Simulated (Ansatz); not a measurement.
# Step by step: formation energy of Hf_Mo in Mo (bcc, Im-3m)

We look at the formation energy of Hf_Mo in Mo (bcc, Im-3m). Reaction: Hf (hcp) + 63 Mo (bcc) → cell A.

A: a supercell of 64 sites of Mo (bcc, Im-3m) with Hf on a Mo site (8 Mo at 2.78 Å); spin state with PBE: run without spin.

Ansatz (a quantum-chemistry and plane-wave program) with PAW potentials; structures come from PBE relaxations, nuclei static, no net charge. Ansatz runs with its default PAW set. Other levels take these structures. The lattices are those relaxed with PBE, so at other levels the solids can be strained, which adds to the spread. Larger cells are relaxed from a start prepared with the learned potential CHGNet, on a coarser mesh till forces fall under 0.03 eV/Å, which some starts already meet. A dispersion term (D3(BJ), or D4 for r2SCAN) was computed beside these levels and is taken off wherever the name lacks it. Spin-orbit coupling is left out. Mesh and cell size may move defect energies by 0.1 eV or more. Cell A has symmetry Im-3m within 0.02 Å and got no random move, so less symmetric positions, which may lie lower, weren't tried.

Total energies of the cells in eV, at zero smearing width. They compare only within one column; the weights balance every element.

| cell | atoms | weight | r2SCAN | r2SCAN+D4 |
|---|---|---|---|---|
| A: Mo:Hf_Mo | 64 | +1 | -328692.19600 | -328704.71181 |
| Hf (hcp) | 2 | −1/2 | -31466.12119 | -31466.24764 |
| Mo (bcc) | 64 | −63/64 | -317926.40025 | -317939.04921 |

r2SCAN: (-328692.19600) − 1/2 × (-31466.12119) − 63/64 × (-317926.40025) = -0.335 eV.

r2SCAN+D4: (-328704.71181) − 1/2 × (-31466.24764) − 63/64 × (-317939.04921) = -0.336 eV.
